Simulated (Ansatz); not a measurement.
Consider O vacancy in hexagonal La2O3, charge state +2. All values below come from PBE, PAW (plane waves to 420 eV; Ansatz, a quantum-chemistry and plane-wave program).

90-site cell at the relaxed PBE lattice, the Γ point alone, smearing 0.01 eV, spin-restricted, no finite-size correction. Energies are static. Spin-orbit coupling is left out. The charge state is imposed; whether it is stable for some Fermi level was not computed. Forms of the defect that were not tried may lie lower.

Barriers: single points on a 2×2×2 k-point mesh shifted by half a step along c at the bands' geometries.

Relaxed starting cell (atoms counted from 1):

```
CELL_PARAMETERS angstrom
     11.82198     0.00000     0.00000
     -5.91099    10.23813     0.00000
      0.00000     0.00000    12.37499
ATOMIC_POSITIONS crystal
  La 0.11126 0.22214 0.09845
  La 0.11126 0.22214 0.62108
  La 0.11194 0.55095 0.12584
  La 0.11209 0.55958 0.62462
  La 0.11196 0.89402 0.12582
  La 0.11206 0.88548 0.62465
  La 0.43929 0.22136 0.12585
  La 0.44784 0.22126 0.62462
  La 0.43934 0.55091 0.12585
  La 0.44785 0.55963 0.62462
  La 0.44460 0.88881 0.12448
  La 0.44459 0.88881 0.62840
  La 0.78244 0.22140 0.12587
  La 0.77384 0.22126 0.62460
  La 0.77791 0.55543 0.12327
  La 0.77791 0.55544 0.61970
  La 0.78240 0.89399 0.12582
  La 0.77381 0.88549 0.62463
  La 0.22836 0.10496 0.38440
  La 0.22400 0.10933 0.87115
  La 0.22838 0.45639 0.38439
  La 0.22402 0.44766 0.87115
  La 0.22252 0.77777 0.37415
  La 0.21871 0.77582 0.88024
  La 0.55559 0.11081 0.37416
  La 0.55757 0.11471 0.88023
  La 0.55478 0.44386 0.37436
  La 0.55831 0.44566 0.87554
  La 0.55559 0.77777 0.37416
  La 0.55753 0.77587 0.88027
  La 0.87702 0.10499 0.38440
  La 0.88574 0.10935 0.87114
  La 0.88946 0.44387 0.37438
  La 0.88770 0.44564 0.87561
  La 0.88945 0.77859 0.37434
  La 0.88769 0.77503 0.87560
  O  0.00003 0.99965 0.00184
  O  0.01129 0.02230 0.48360
  O  0.99999 0.33341 0.00190
  O  0.01134 0.32193 0.48355
  O  0.99509 0.66397 0.99494
  O  0.00580 0.66940 0.50291
  O  0.32529 0.00810 0.00457
  O  0.33168 0.00163 0.49453
  O  0.33380 0.33344 0.00191
  O  0.31075 0.32186 0.48350
  O  0.32528 0.65022 0.00451
  O  0.33177 0.66307 0.49451
  O  0.68303 0.00798 0.00457
  O  0.67034 0.00166 0.49455
  O  0.66940 0.33825 0.99483
  O  0.66403 0.32772 0.50281
  O  0.66934 0.66408 0.99490
  O  0.66405 0.66946 0.50287
  O  0.11125 0.22213 0.82582
  O  0.11117 0.55738 0.32252
  O  0.11085 0.55705 0.82080
  O  0.11116 0.88683 0.32249
  O  0.11085 0.88676 0.82083
  O  0.44651 0.22217 0.32253
  O  0.44658 0.22253 0.82081
  O  0.44655 0.55735 0.32253
  O  0.44658 0.55707 0.82080
  O  0.44458 0.88880 0.31909
  O  0.44459 0.88882 0.83376
  O  0.77600 0.22218 0.32251
  O  0.77634 0.22249 0.82080
  O  0.77791 0.55544 0.32650
  O  0.77791 0.55545 0.81508
  O  0.77599 0.88682 0.32248
  O  0.77632 0.88678 0.82082
  O  0.21275 0.12057 0.19065
  O  0.22334 0.11000 0.67348
  O  0.21277 0.42518 0.19068
  O  0.22338 0.44638 0.67347
  O  0.22168 0.77735 0.17292
  O  0.22630 0.77961 0.67944
  O  0.55604 0.11173 0.17296
  O  0.55378 0.10716 0.67939
  O  0.55577 0.44435 0.17827
  O  0.55242 0.44272 0.67129
  O  0.55601 0.77731 0.17292
  O  0.55372 0.77963 0.67943
  O  0.90820 0.12057 0.19066
  O  0.88703 0.10999 0.67350
  O  0.88895 0.44436 0.17826
  O  0.89065 0.44269 0.67133
  O  0.88897 0.77759 0.17822
  O  0.89065 0.78091 0.67139
```
Cell charge +2.

End state 1 differs by these moves (Å; atoms that move under 0.08 Å are left out):

```
atom  element     Δx     Δy     Δz
----  -------  -----  -----  -----
1          La   0.10   0.06   0.20
2          La   0.02   0.01   0.09
8          La  -0.05  -0.03  -0.07
10         La  -0.05  -0.03  -0.07
13         La  -0.17   0.07  -0.14
17         La  -0.03  -0.18  -0.13
19         La  -0.17   0.07  -0.14
21         La  -0.03  -0.18  -0.13
26         La  -0.05  -0.03  -0.07
30         La  -0.05  -0.03  -0.07
31         La   0.10   0.06   0.20
32         La   0.02   0.01   0.09
37          O  -0.21   0.12   0.17
38          O   0.00  -0.23   0.17
39          O   0.00  -0.23   0.17
40          O  -0.21   0.11   0.17
43          O   0.14  -0.03  -0.10
44          O   0.03  -0.07   0.12
46          O   0.05   0.03   0.14
47          O   0.04   0.13  -0.10
48          O  -0.05   0.06   0.12
49          O   0.05   0.03   0.14
51          O   0.02  -0.07   0.12
52          O   0.14  -0.03  -0.10
53          O  -0.05   0.06   0.12
54          O   0.04   0.13  -0.10
57          O   0.01  -0.05   0.09
59          O  -0.04   0.03   0.09
66          O   0.19  -0.10  -0.17
70          O   0.00   0.21  -0.17
72          O   0.19  -0.10  -0.17
74          O   0.00   0.21  -0.17
84          O   1.62   0.94   1.46
87          O  -0.04   0.03   0.09
89          O   0.01  -0.05   0.09
```

### Question
What forward and backward barriers to end state 1 does PBE, PAW give?

### Answer
forward 0.66 eV, backward 0.66 eV; at the saddle point atom 84 has neighbours 2 La at 2.21 Å. The saddle point's order was not checked, and it lies on a symmetry element of the cell, where a band can be held.
